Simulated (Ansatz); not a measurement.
AlOCl (Pmmn, No. 59; cell taken from a computed entry) was calculated with PBEsol (Ansatz, a first-principles code, PAW).

Numerical settings: plane-wave cutoff 500 eV, 12×12×6 k mesh (along the axes of the cell as run), gaussian smearing 0.02 eV, scalar-relativistic PAW data made under PBE.

Cell (relaxed at this level):

```
CELL_PARAMETERS angstrom
      3.13856     0.00000     0.00000
      0.00000     3.63825     0.00000
      0.00000     0.00000     8.33822
ATOMIC_POSITIONS crystal
  Al 0.50000 0.00000 0.90131
  Al 0.00000 0.50000 0.09869
  Cl 0.00000 0.00000 0.70016
  Cl 0.50000 0.50000 0.29984
  O  0.50000 0.50000 0.95353
  O  0.00000 0.00000 0.04647
```

Question: Estimate the band gap that the calculation returns.

Answer: 
- band gap = 5.66 eV (on the SCF k mesh)

Note: the relaxation could not lower the start's symmetry, so the cell can be a saddle point above a distorted one; the cell has widely spaced layers and the level no dispersion term, so their spacing and the moduli can rest on weak binding.

Computed values are for the static lattice.
